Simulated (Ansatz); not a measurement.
Given:

```
PbI2
1.0
    4.43904     0.00000     0.00000
   -2.21952     3.84432     0.00000
    0.00000     0.00000     6.74158
Pb I
1 2
Direct
  0.00000   0.00000   0.00000
  0.66667   0.33333   0.71974
  0.33333   0.66667   0.28026
```

All values below come from PBEsol+D3BJ with spin-orbit coupling, rigid bands (plane waves, PAW; Ansatz, a first-principles code). How the cell was made: cell and atoms relaxed with PBEsol+d3bj.

Question: Predict the hole conductivity mass (n e² τ/σ) at 300 K, by direction if it differs.

Answer: 0.32 (x), 0.32 (y), 0.56 (z) mₑ.

Question: What conductivity effective mass do dilute electrons have at 300 K?

Answer: 0.189 (x), 0.189 (y), 1.22 (z) mₑ.

Question: And the band gap?

Answer: 1.15 eV at this level; semilocal functionals usually fall short of the measured gap.

Rigid bands, one relaxation time for all states, no polarons. Geometry: cell and atoms relaxed with PBEsol+D3(BJ).

PBEsol with a dispersion correction tends to overbind, so the cell can be several per cent short, in bad cases over ten, which usually narrows a gap: PbI2 (P-3m1).
